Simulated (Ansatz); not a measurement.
```yaml
crystal:
  lattice:
    - [0.00000, 2.88290, 2.88290]
    - [2.88290, 0.00000, 2.88290]
    - [2.88290, 2.88290, 0.00000]
  atoms:
    - { symbol: Cd, position: [0.00000, 0.00000, 0.00000] }
    - { symbol: S, position: [0.25000, 0.25000, 0.25000] }
```

These are PBEsol with spin-orbit coupling, rigid bands (plane waves, PAW; Ansatz, an electronic-structure program) values and carry that method's errors. Condition of this run: hydrostatic pressure 2 GPa (the target of the relaxation). Geometry: cell and atoms relaxed with PBEsol, then loaded as said.

**Question.** Predict the hole conductivity mass (n e² τ/σ) at 300 K, by direction if it differs.

**Answer.** 0.89 mₑ.

**Question.** Predict the electron conductivity mass (n e² τ/σ) at 300 K, by direction if it differs.

**Answer.** 0.131 mₑ.

**Question.** And the band gap?

**Answer.** 1.06 eV at this level; semilocal functionals usually fall short of the measured gap.

Rigid bands, one relaxation time for all states, no polarons.
